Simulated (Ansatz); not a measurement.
## Hypothetical diamond Fe, pressure series

The reference is Fe in the diamond structure (space group Fd-3m, No. 227; a = 4.873 Å; non-magnetic; a hypothetical phase, not in the database extracts checked).

Cell and atoms are relaxed at each pressure.

Levels (all Ansatz, a quantum-chemistry and plane-wave program, PAW): PBE (420 eV, no SOC); PBEsol (420 eV, no SOC).

The base cell above is that of PBE; each level relaxes its own structures.

```json
[
 {"case": "pressure −2 GPa", "lattice parameter a, PBE": "4.895 Å", "lattice parameter a, PBEsol": "4.823 Å"},
 {"case": "pressure −1 GPa", "lattice parameter a, PBE": "4.884 Å", "lattice parameter a, PBEsol": "…"},
 {"case": "pressure 0.3 GPa", "lattice parameter a, PBE": "4.870 Å", "lattice parameter a, PBEsol": "4.802 Å"},
 {"case": "pressure 0.7 GPa", "lattice parameter a, PBE": "4.866 Å", "lattice parameter a, PBEsol": "…"},
 {"case": "pressure 1.5 GPa", "lattice parameter a, PBE": "4.858 Å", "lattice parameter a, PBEsol": "…"},
 {"case": "pressure 3 GPa", "lattice parameter a, PBE": "4.843 Å", "lattice parameter a, PBEsol": "4.778 Å"},
 {"case": "pressure 5 GPa", "lattice parameter a, PBE": "4.825 Å", "lattice parameter a, PBEsol": "…"},
 {"case": "pressure 7.5 GPa", "lattice parameter a, PBE": "4.803 Å", "lattice parameter a, PBEsol": "4.742 Å"},
 {"case": "pressure 10 GPa", "lattice parameter a, PBE": "4.782 Å", "lattice parameter a, PBEsol": "4.724 Å"}
]
```

### Question
Complete the table.

### Answer

- pressure −1 GPa, lattice parameter a, PBEsol: 4.814 Å
- pressure 0.7 GPa, lattice parameter a, PBEsol: 4.798 Å
- pressure 1.5 GPa, lattice parameter a, PBEsol: 4.791 Å
- pressure 5 GPa, lattice parameter a, PBEsol: 4.762 Å

PBE lies above PBEsol in every row, by 0.058 Å to 0.071 Å. They put the cases in the same order.

Load acts through the strain it causes; cell and atoms are relaxed under it. Stability against distortions was not tested. No other phases were tried under pressure. Seeded moments were not kept for the base. The final runs are not spin-polarised.
